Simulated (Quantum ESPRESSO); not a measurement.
## Pressure against volume in wurtzite CdSe (space group 186) (Quantum ESPRESSO, PBEsol)

```yaml
crystal:
  lattice:
    - [4.17515, 0.00000, 0.00000]
    - [-2.08758, 3.61579, 0.00000]
    - [0.00000, 0.00000, 6.80647]
  atoms:
    - { symbol: Cd, position: [0.33333, 0.66667, 0.00000] }
    - { symbol: Cd, position: [0.66667, 0.33333, 0.50000] }
    - { symbol: Se, position: [0.33333, 0.66667, 0.37600] }
    - { symbol: Se, position: [0.66667, 0.33333, 0.87600] }
```

Method of the run: PBEsol, GBRV 1.5 ultrasoft (PBESOL) pseudopotentials (plane waves; Quantum ESPRESSO 7.5). Settings: ecutwfc = 52 Ry; ecutrho = 260 Ry; occupations = smearing; smearing = fermi-dirac; degauss = 0.000734986 Ry; potentials = {Cd: cd_pbesol_v1.uspp.F.UPF, Se: se_pbesol_v1.uspp.F.UPF}; K_POINTS = automatic 9 9 5 0 0 0; conv_thr = 1e-10 Ry. The cell above is the first row's. The rows scale it uniformly. In all rows fractional positions and the k mesh are held.

| V (Å^3/atom) | P (GPa) |
|---|---|
| 25.688 | 5.64 |
| 26.247 | 4.02 |
| 26.805 | 2.58 |
| 27.364 | 1.29 |
| 27.922 | 0.14 |
| 28.481 | -0.89 |
| 29.039 | -1.80 |
| 29.597 | -2.62 |
| 30.156 | ? |

Fit P of the 8 rows that show it with a cubic. With u = V - 27.6, the rows have u = -1.9120, -1.3530, -0.7950, -0.2360, 0.3220, 0.8810, 1.4390, 1.9970. Least squares gives P = 0.786 - 2.0766·u + 0.2142·u² - 0.01422·u³. Residuals (row less fit): 0.001, -0.003, 0.001, 0.002, 0.001, -0.003, 0.001, 0.000; standard error 0.002 (degrees of freedom: 4). The fitted pressure is zero at V0 = 27.99, where dP/dV = -1.914, so B0 = -V0·dP/dV = 53.6 GPa.

Problem. What does the fit predict for P at V = 30.156, and how far is the calculated value from it?

Solution. u = 2.5560, so P = 0.786 - 2.0766 × 2.5560 + 0.2142 × 2.5560² - 0.01422 × 2.5560³ = -3.360 GPa. The calculation gives -3.35 GPa, 0.010 GPa above the prediction (0.1 % of the range of P in the table). The row lies outside the fitted rows, so this is an extrapolation. From the scatter of the fitted rows alone, a prediction at this place has a standard error of 0.007 GPa, so the miss is 1.5 times that.

Carrying the step between the two nearest rows on in a straight line would have given -3.44, off by 0.09; series whose last step already gives the withheld value aren't shown. The scan was laid around a cell of about the measured size, scaled by a guess for this functional; axis ratios and inner coordinates come from that cell. The runs keep the symmetry of the cell, so they don't test it for distortions. The shape of the cell and the inner coordinates aren't relaxed, so V0 and B0 belong to this uniform scaling; a relaxed crystal lies no higher in energy and is usually softer. Cutoffs and mesh are single choices, not tested for convergence of this quantity. Series with a scatter that would blur these digits, or in which a gap closes, are not shown.
